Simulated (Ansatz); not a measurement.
## KBr, response to strain

The reference is KBr in the rock salt structure (space group Fm-3m, No. 225; a = 6.549 Å). Axes: x, y, z lie along the cube axes.

Strains are applied to the cell and any free atomic positions relax; under biaxial strain the out-of-plane vector relaxes too.

Method: Ansatz (a quantum-chemistry and plane-wave program), PBEsol, PAW, cutoff 420 eV, no SOC.

Candidates:
(a) biaxial strain +2.00 %, plane normal [001], relaxed out of plane
(b) biaxial strain −2.00 %, plane normal [001], relaxed out of plane
(c) biaxial strain −1.50 %, plane normal [001], relaxed out of plane
(d) biaxial strain +3.00 %, plane normal [001], relaxed out of plane
(e) biaxial strain −0.50 %, plane normal [001], relaxed out of plane

Before the change:

The band gap comes out as 4.34 eV.

**Question.** Order them by band gap, highest first.

**Answer.** (b) biaxial strain −2.00 %, plane normal [001], relaxed out of plane (4.42 eV), (c) biaxial strain −1.50 %, plane normal [001], relaxed out of plane (4.40 eV), (e) biaxial strain −0.50 %, plane normal [001], relaxed out of plane (4.36 eV), (a) biaxial strain +2.00 %, plane normal [001], relaxed out of plane (4.25 eV), (d) biaxial strain +3.00 %, plane normal [001], relaxed out of plane (4.20 eV)

Whether these cells are dynamically stable was not tested.
